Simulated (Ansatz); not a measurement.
# PBE against r2SCAN: GaN, pressure 1.5 GPa

The reference is GaN in the zinc blende structure (space group F-43m, No. 216; a = 4.549 Å).

(Cell as relaxed with PBE.)

Levels (all Ansatz, a quantum-chemistry and plane-wave program, PAW, earlier PAW set): PBE (420 eV, no SOC); r2SCAN (500 eV, without spin-orbit coupling).

Each level relaxes its own structure.

```json
[
 {"base": "volume per atom", "PBE": "11.77 Å³", "r2SCAN": "11.38 Å³"},
 {"base": "lattice parameter a", "PBE": "8.596 bohr", "r2SCAN": "8.500 bohr"},
 {"base": "band gap", "PBE": "1.54 eV", "r2SCAN": "2.17 eV"}
]
```

Modification: cell and atoms relaxed at a pressure of 1.5 GPa.

| quantity | PBE | r2SCAN |
|---|---|---|
| electron mass | 0.15 mₑ (at Γ) | 0.17 mₑ (at Γ) |
| volume per atom | 11.67 Å³ | 11.29 Å³ |
| hole mass (degenerate bands, along [100]) | 0.15, 0.89, 0.89 mₑ (at Γ) | 0.18, 0.82, 0.82 mₑ (at Γ) |

PBE's volume per atom lies 0.374 Å³ above r2SCAN's (3.3 %). Neither level is exact; r2SCAN is the comparison here, not a measurement.

Load acts through the strain it causes; cell and atoms are relaxed under it. Masses are band curvatures over ±0.01 Å⁻¹ around the edge. No phonon test of stability was made. This is not the structure that GaN has at room temperature and ambient pressure.
